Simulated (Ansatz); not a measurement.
One base run on Co2Ge (Pnma, 12 atoms in the cell) and variants with one or two settings moved

```xyz
12
Lattice="4.9885 0.0000 0.0000 0.0000 3.8163 0.0000 0.0000 0.0000 7.1442" Properties=species:S:1:pos:R:3 pbc="T T T"
Co     1.6250     0.9541     6.6977
Co     3.3634     2.8622     0.4465
Co     0.8692     2.8622     3.1256
Co     4.1193     0.9541     4.0186
Co     4.8013     0.9541     1.5972
Co     0.1872     2.8622     5.5471
Co     2.6815     2.8622     5.1693
Co     2.3070     0.9541     1.9750
Ge     1.4783     0.9541     4.3226
Ge     3.5101     2.8622     2.8216
Ge     1.0159     2.8622     0.7505
Ge     3.9726     0.9541     6.3937
```
Moments meant for the start (each program seeds them in its own way; μB, in the order of the atoms Co Co Co Co Co Co Co Co Ge Ge Ge Ge): 3.0 3.0 3.0 3.0 3.0 3.0 3.0 3.0 0.0 0.0 0.0 0.0.

Base run A: Ansatz (an electronic-structure program) with LDA (PW92), default PAW files made with PBE, self-consistent single point.

Its settings: basis.ecutwfc = 30.9 Ry; kpoints.mp_grid.grid = 6 7 4; kpoints.mp_grid.shift = 0.5 0.5 0.5; hamiltonian.xc = lda; hamiltonian.pseudopotentials = {kind: paw} (the program's default PAW files); magnetization.spin_polarized = true; scf.occupations.method = cold; scf.occupations.width = 0.01 Ry.

The starting cell comes from a database of computed structures (which also holds hypothetical and non-ambient phases and stackings), without a prior relaxation at this level. The moments shrank to a small part of their start, a low-spin state that need not be the lowest. In the base run, with a pressure of about -11 GPa the cell is away from its equilibrium volume at this level. Ansatz's pressure includes its estimate of the finite-basis (Pulay) stress.

ΔF is the free energy per atom less that of run A. 

Run A gave: pressure (GPa) -11.43; largest force (eV/Å) 0.255; size of the net moment (μB/atom) 0.27; k-points 24; valence electrons 192.

Runs:
- B: scf.occupations.method: cold → methfessel_paxton; scf.occupations.width: 0.01 Ry → 0.0147 Ry
- C: scf.convergence.dr2_threshold: default (1e-07 eV) → 0.01 eV
- D: kpoints.mp_grid.grid: 6 7 4 → 3 3 2
- E: 1 x 2 x 1 supercell, mesh divided and rounded up; kpoints.mp_grid.grid: 6 7 4 → 6 4 4
- F: kpoints.mp_grid.grid: 6 7 4 → 4 5 3
- G: scf.mixing.algorithm: default (the program chose MSR1) → msr1
- H: scf.mixing.preconditioner: default (the program chose Kerker) → local_kerker
- I: scf.mixing.algorithm: default (the program chose MSR1) → broyden; scf.mixing.beta_mag: default → 1

### Question
What does run B change against A?

### Answer
The free energy stays essentially unchanged (within 1 meV/atom), the pressure moves little (-11.43 to -11.48 GPa), the largest force goes from 0.255 to 0.265 eV/Å and the size of the net moment moves little (0.27 to 0.26 μB/atom).

```tsv
run	ΔF (meV/atom)	pressure (GPa)	largest force (eV/Å)	size of the net moment (μB/atom)	k-points	valence electrons
A	0.00	-11.43	0.255	0.27	24	192
B	-0.15	-11.48	0.265	0.26	24	192
C	0.02	-11.49	0.258	0.27	24	192
D	-7.5	-10.47	0.193	0.43	4	192
E	-0.05	-11.44	0.257	0.27	12	384
F	0.65	-11.51	0.266	0.25	12	192
G	0.00	-11.43	0.255	0.27	24	192
H	0.00	-11.43	0.255	0.27	24	192
I	0.00	-11.43	0.255	0.27	24	192
```

Keys are those of Ansatz 0.2.
